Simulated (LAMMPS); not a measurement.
System: Ni (fcc), 2048 atoms, at 780 K and 0 GPa, heated as the crystal.

Level of theory: classical MD, pair style meam, file library.meam (library.meam-Ni); code LAMMPS.

```csv
r (Å),g(r)
2.060,0.000
2.100,0.001
2.140,0.005
2.180,0.024
2.220,0.098
2.260,0.323
2.300,0.942
2.340,1.96
2.380,3.46
2.420,5.08
2.460,6.25
2.500,6.58
2.540,6.07
2.580,4.74
2.620,3.31
2.660,1.94
2.700,0.939
2.740,0.379
2.780,0.127
2.820,0.036
2.860,0.015
2.900,0.005
2.940,0.001
2.980,0.001
3.020,0.000
3.060,0.000
3.100,0.001
3.140,0.003
3.180,0.012
3.220,0.037
3.260,0.092
3.300,0.200
3.340,0.368
3.380,0.607
3.420,0.893
3.460,1.18
3.500,1.37
3.540,1.41
3.580,1.34
3.620,1.10
3.660,0.818
3.700,0.539
3.740,0.314
3.780,0.166
3.820,0.076
3.860,0.033
3.900,0.013
3.940,0.011
3.980,0.031
4.020,0.089
4.060,0.225
4.100,0.507
4.140,1.00
4.180,1.65
4.220,2.48
4.260,3.24
4.300,3.74
4.340,3.87
4.380,3.58
4.420,2.88
4.460,2.11
4.500,1.36
4.540,0.759
4.580,0.380
4.620,0.168
4.660,0.075
4.700,0.059
4.740,0.101
4.780,0.208
4.820,0.413
4.860,0.675
4.900,0.998
4.940,1.28
4.980,1.46
5.020,1.48
5.060,1.30
5.100,1.03
5.140,0.722
5.180,0.439
5.220,0.248
5.260,0.163
5.300,0.161
5.340,0.260
5.380,0.474
5.420,0.799
5.460,1.23
5.500,1.66
5.540,2.02
5.580,2.23
5.620,2.19
5.660,1.93
5.700,1.50
5.740,1.07
5.780,0.685
5.820,0.401
5.860,0.235
5.900,0.179
5.940,0.216
5.980,0.305
6.020,0.429
6.060,0.542
6.100,0.621
6.140,0.627
```

Main features:
- state found: crystal; no diffusion seen in 30 ps
- first peak of g(r): 2.50 Å, height 6.6
- coordination number: 12.0 (counted to 3.02 Å)

Caution: the potential MEAM library.meam-Ni is a first-neighbour MEAM set with a 4 Å cutoff, used here without a parameter file and away from the static properties it was fitted to.
